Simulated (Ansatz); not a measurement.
# TmCl3 (R-3c, No. 167; cell taken from a computed entry)

The numbers are results of r²SCAN (Ansatz, an electronic-structure program, PAW), not measurements.

Run with plane-wave cutoff 500 eV, 8×8×8 k mesh, Fermi–Dirac smearing 0.05 eV, spin-polarised start, scalar-relativistic PAW data made under PBE.

Cell: relaxed at this level.

```yaml
equilibrium_volume_per_atom: 27.48 Å³/atom
lattice_parameter_a: 6.439 Å
lattice_parameter_c: 18.367 Å
```

Note: the magnetic order was assumed, not searched for or taken from measurement; the relaxation could not lower the start's symmetry, so the cell can be a saddle point above a distorted one; the 4f shell is treated without U or exact exchange, so its levels and filling can be wrong.

Spin–orbit coupling is not included.

Static lattice: no zero-point or thermal effects.

The result took roughly 18 core-minutes.
